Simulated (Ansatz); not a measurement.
Converging the k-point mesh at a smearing width of 0.02 eV: LaMg (Pmm2, 4 atoms in the cell)

```
LaMg
1.0
    5.63232     0.00000     0.00000
    0.00000     3.81286     0.00000
    0.00000     0.00000     5.80638
La Mg
2 2
Direct
  0.75000   0.00000   0.80171
  0.25000   0.00000   0.20690
  0.25000   0.50000   0.69324
  0.75000   0.50000   0.30676
```

Computed with PBEsol, default PAW files made with PBE (plane waves; Ansatz, a quantum-chemistry and plane-wave program).

Base settings: basis.ecutwfc = 420 eV; kpoints.mp_grid.grid = 6 9 6; hamiltonian.xc = pbesol; hamiltonian.pseudopotentials = {kind: paw} (the program's default PAW files); scf.occupations.method = fermi_dirac; scf.occupations.width = 0.1 eV.

In this ladder: scf.occupations.width = 0.02 eV.

Only quantities that move along the ladder and can be compared are tabulated.

The count of work is k-points × plane waves × bands × iterations; it is no time. 

The starting cell comes from a database of computed structures (which also holds hypothetical and non-ambient phases and stackings), without a prior relaxation at this level. Its lattice was rescaled by up to half a per cent. One atom was moved a little off its site on purpose. Ansatz's pressure includes its estimate of the finite-basis (Pulay) stress.

Steps (kpoints.mp_grid.grid): 2 3 2; 3 4 3; 3 5 3; 4 5 4; 5 7 4; 6 8 5; 7 10 6; 8 12 8; 10 14 9; 12 17 11; 14 20 14.

**Question.** What is the coarsest kpoints.mp_grid.grid that holds the forces within 0.01 eV/Å of the last step, with all finer ones?

**Answer.** 8 12 8, at 0.25 of the last step's count of work; the step before is off by 0.018 eV/Å.

**Question.** What is the coarsest kpoints.mp_grid.grid that holds the free energy within 0.5 meV/atom of the last step, with all finer ones?

**Answer.** 8 12 8, at 0.25 of the last step's count of work; the step before is off by 0.76 meV/atom.

**Question.** What is the coarsest kpoints.mp_grid.grid that holds the pressure within 0.05 GPa of the last step, with all finer ones?

**Answer.** 6 8 5, at 0.085 of the last step's count of work; the step before is off by 0.07 GPa.

```csv
kpoints.mp_grid.grid,free energy less the last step's (meV/atom),pressure (GPa),largest difference of a force vector from the last step's (eV/Å),count of work / last
2 3 2,7.79,-2.27,0.085,0.011
3 4 3,4.28,-2.12,0.063,0.017
3 5 3,9.66,-1.78,0.021,0.017
4 5 4,2.73,-1.69,0.022,0.038
5 7 4,2.07,-1.69,0.025,0.051
6 8 5,-0.01,-1.80,0.025,0.085
7 10 6,-0.76,-1.79,0.018,0.14
8 12 8,0.40,-1.75,0.004,0.25
10 14 9,0.06,-1.75,0.002,0.34
12 17 11,-0.03,-1.76,0.005,0.54
14 20 14,0.00,-1.76,0.000,1.0
```

Keys are those of Ansatz 0.2.
